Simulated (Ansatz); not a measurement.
The reference is an 8-atom supercell of FeSi (space group P2_13, No. 198; a = 4.4035 Å; non-magnetic) at its relaxed geometry.

Method: PBEsol in Ansatz (plane waves to 420 eV, PAW, scalar-relativistic without spin-orbit coupling).

One neutral defect a cell, atoms relaxed at fixed cell.

One change was made to it. Results:

The largest displacement of a host atom from its site in the perfect cell is 0.14 Å; the pressure goes up by 7.3 GPa, from -0.1 GPa to 7.2 GPa.

What was done to the base?
(A) H interstitial (started 1.80 Å from the nearest host atom)
(B) Si on a Fe site (antisite), symmetric start
(C) Zn on a Si site
(D) Fe vacancy

C, Zn on a Si site. For comparison, the pressure in the other runs: Fe vacancy gives -7.2 GPa; H interstitial (started 1.80 Å from the nearest host atom) gives 6.6 GPa; Si on a Fe site (antisite), symmetric start gives 9.9 GPa.

The magnetic state is the one reached from the starting moments; the real material's order can differ, and small cells can't hold many antiferromagnetic ones. In so small a cell the defect repeats every few ångströms: this is an ordered compound, not a dilute defect. Defects with a symmetric start kept the site's symmetry and may sit on a saddle; the others started slightly shaken. Seeded moments were not kept for the base and Si on a Fe site (antisite). Spin-polarised in the final run: Zn on a Si site, Fe vacancy, H interstitial (started 1.80 Å from the nearest host atom) and Si on a Fe site (antisite); the other runs are not.

Ansatz is a program for electronic structure.
